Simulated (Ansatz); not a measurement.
Ansatz (a quantum-chemistry and plane-wave program), DFT, PBE, plane waves, its default PAW files: Pt(111) slab of 8 layers, 1x1, atoms displaced (Pt8), unrelaxed, 8 atoms. Basis and mesh were picked for this test and aren't claimed converged.

```
Property                                                   Value
------------------------------  --------------------------------
cell                            2.77, 2.77, 25.86 Å; 90, 90, 60°
distance to the nearest atom                      2.71 to 2.76 Å
task                                                single point
k mesh                                                   10×10×1
hamiltonian.xc                                               pbe
kind of files                                                paw
scf.occupations.method                                  gaussian
scf.occupations.width                                     0.2 eV
output.forces                                               true
binding of workers (--pin)                                   off
k-point pools (--kpoint-pools)                                 1
memory maximum (--max-ram)                                  8GiB
accuracy                                        medium (default)
basis.precision                                   auto (default)
basis.xc_grid                                        2 (default)
scf.eigensolver.kind                              auto (default)
scf.convergence.dr2_threshold                    1e-07 (default)
scf.lower_state_search                           light (default)
k-points after symmetry                                       52
bands at the start                                            87
electrons                                                    144
plane waves at Γ                                            3387
cutoff (eV)                                                  420
FFT grid                                               20×20×180
symmetry operations                                            1
```

Settings of this run: scf.mixing.algorithm = broyden, scf.mixing.preconditioner = kerker, scf.algorithm = auto; 4 threads.

```
iteration  dr2 (eV)     Hψ
---------  --------  -----
1            1.52e1  17709
2            1.76e1   5260
3            1.51e0   4226
4            1.15e0   4873
5           3.33e-1   4278
6           1.92e-2   4255
7           9.97e-3   4848
8           1.01e-2   4417
9           9.91e-3   4226
10          5.74e-3   4279
11          2.74e-3   4261
12          2.07e-3   5726
13          3.91e-3   4251
14          2.36e-3   4530
…                 …      …
19          4.42e-5   4828
20          1.85e-5   4626
21          8.51e-6   4618
22          6.71e-6   5219
23          4.57e-6   4458
24          1.47e-6   4621
25          8.47e-7   4664
26          7.24e-7   5813
…                 …      …
30          3.49e-7   4342
31          3.59e-7   4245
32          3.77e-7   4252
33          2.21e-7   4242
34          1.52e-7   4630
35          1.28e-7   4252
36          1.38e-7   4504
37          8.86e-8  14625
```

It converged after 37 SCF iterations.

The cycle is slow. Which setting should be changed?

Several could match; the one computed here: scf.mixing.preconditioner = auto (default) (11 SCF iterations), all else kept. The other changes of this size gave: scf.mixing.q_tf = 0.5 1/Å (25); scf.mixing.preconditioner = none (27); scf.mixing.q_tf = 1.5 1/Å (30); scf.mixing.algorithm = auto (default) (37). In that run the program took: scf.mixing.preconditioner LDOS, scf.eigensolver.kind band_cg, --slots 4. The change moves the result by: energy under 0.001 meV/atom, forces (largest component) 0.054 meV/Å. Counts are of single runs.

Keys are those of Ansatz 0.2.
